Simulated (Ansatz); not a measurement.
**Short convergence ladders for ScB₂ (P6/mmm, 3 atoms in the cell)**

```xyz
3
Lattice="3.1297 0.0000 0.0000 -1.5648 2.7104 0.0000 0.0000 0.0000 3.5177" Properties=species:S:1:pos:R:3 pbc="T T T"
Sc     0.0000     0.0000     0.0000
B      1.5648     0.9035     1.7589
B      0.0000     1.8069     1.7589
```

Base method: LDA (PW92), default PAW files made with PBE (plane waves; Ansatz, a quantum-chemistry and plane-wave program).

Base settings: basis.ecutwfc = 420 eV; kpoints.mp_grid.grid = 12 12 9; hamiltonian.xc = lda; hamiltonian.pseudopotentials = {kind: paw} (the program's default PAW files); scf.occupations.method = gaussian; scf.occupations.width = 0.1 eV.

Core times come from one kind of shared machine, to one figure; runs under 30 s give none.

**Zone-centre phonons against the cutoff**

In this ladder: phonons.method = dfpt.

The mesh stays at the base's, so the ladder's end is converged at best in this setting alone.

Frequencies are those of the unrelaxed cell, without the LO-TO term of polar crystals.

Only quantities that move along the ladder and can be compared are tabulated.

| basis.ecutwfc | highest zone-centre frequency (cm⁻¹) | lowest optical frequency (cm⁻¹) | core time / last (rough) |
|---|---|---|---|
| 210 eV | 852.3 | 365.4 | – |
| 250 eV | 787.9 | 419.7 | – |
| 295 eV | 756.4 | 413.4 | – |
| 355 eV | 765.0 | 408.4 | – |
| 420 eV | 768.7 | 409.6 | 0.6 |
| 505 eV | 768.6 | 409.5 | 0.5 |
| 630 eV | 768.6 | 409.4 | 1 |

Coarsest basis.ecutwfc that holds the lowest optical frequency within 2 cm⁻¹ of the last step, with all finer ones: 355 eV; the step before is off by 3.9 cm⁻¹.

Coarsest basis.ecutwfc that holds the highest zone-centre frequency within 5 cm⁻¹ of the last step, with all finer ones: 355 eV; the step before is off by 12 cm⁻¹.

**The q mesh of the phonons**

In this ladder: kpoints.mp_grid.grid = 12 12 12; phonons.method = dfpt.

Only quantities that move along the ladder and can be compared are tabulated.

Thermal sums run over frequencies interpolated from this q mesh.

```csv
phonons.qmesh,zero-point energy (meV/atom),vibrational free energy at 300 K (meV/atom),core time / last (rough)
1 1 1,82.29,66.12,0.04
2 2 2,89.09,76.18,0.2
3 3 3,88.90,75.89,0.5
4 4 4,88.97,75.97,1
```

Coarsest phonons.qmesh that holds the zero-point energy within 0.2 meV/atom of the last step, with all finer ones: 2 2 2, at about 0.2 of the last step's time; the step before is off by 6.7 meV/atom.

Coarsest phonons.qmesh that holds the vibrational free energy at 300 K within 0.5 meV/atom of the last step, with all finer ones: 2 2 2, at about 0.2 of the last step's time; the step before is off by 9.9 meV/atom.

On the base run: the starting cell comes from a database of computed structures (which also holds hypothetical and non-ambient phases and stackings), without a prior relaxation at this level. Its lattice was rescaled by up to half a per cent. In the base run, with a pressure of about -7 GPa the cell is away from its equilibrium volume at this level.

Keys are those of Ansatz 0.2.
